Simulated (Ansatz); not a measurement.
Band structure of SrAsPt (P6_3/mmc, 6 atoms in the cell).

```xyz
6
Lattice="4.2852 0.0000 0.0000 -2.1426 3.7111 0.0000 0.0000 0.0000 9.1224" Properties=species:S:1:pos:R:3 pbc="T T T"
Sr     0.0000     0.0000     4.5612
Sr     0.0000     0.0000     0.0000
As     0.0000     2.4741     6.8418
As     2.1426     1.2370     2.2806
Pt     0.0000     2.4741     2.2806
Pt     2.1426     1.2370     6.8418
```

Computed with LDA (PW92), PAW files made with PBE (plane waves; Ansatz, a first-principles code).

Settings: basis.ecutwfc = 420 eV; kpoints.mp_grid.grid = 7 7 3; hamiltonian.xc = lda; hamiltonian.pseudopotentials = {kind: paw} (the program's default PAW files); scf.occupations.method = fermi_dirac; scf.occupations.width = 0.1 eV; kpoints.band_path.npoints = 8.

The starting cell comes from a database of computed structures (which also holds hypothetical and non-ambient phases and stackings), without a prior relaxation at this level. Its lattice was rescaled by a random factor within 2.5 % of one. Spin-orbit coupling is off. Spin polarisation is off.

Levels in eV from the Fermi level, bands 39 to 46:
```json
[
 {"point": "Γ", "39": "-2.26", "40": "-1.51", "41": "0.72", "42": "1.30", "43": "1.36", "44": "1.36", "45": "2.30", "46": "2.38"},
 {"point": "M", "39": "-2.63", "40": "-2.46", "41": "-1.24", "42": "-0.68", "43": "-0.36", "44": "-0.23", "45": "0.70", "46": "2.09"},
 {"point": "K", "39": "-2.54", "40": "-2.54", "41": "-2.04", "42": "-2.04", "43": "-0.08", "44": "-0.08", "45": "1.84", "46": "1.84"},
 {"point": "A", "39": "-1.93", "40": "-1.93", "41": "1.08", "42": "1.08", "43": "1.80", "44": "1.80", "45": "1.80", "46": "1.80"},
 {"point": "L", "39": "-2.52", "40": "-2.52", "41": "-0.97", "42": "-0.97", "43": "-0.22", "44": "-0.22", "45": "1.23", "46": "1.23"},
 {"point": "H", "39": "-2.54", "40": "-2.54", "41": "-2.05", "42": "-2.05", "43": "0.18", "44": "0.18", "45": "1.30", "46": "1.30"}
]
```

Bands cross the Fermi level along this path, so the cell is metallic at this level.

Keys are those of Ansatz 0.2.
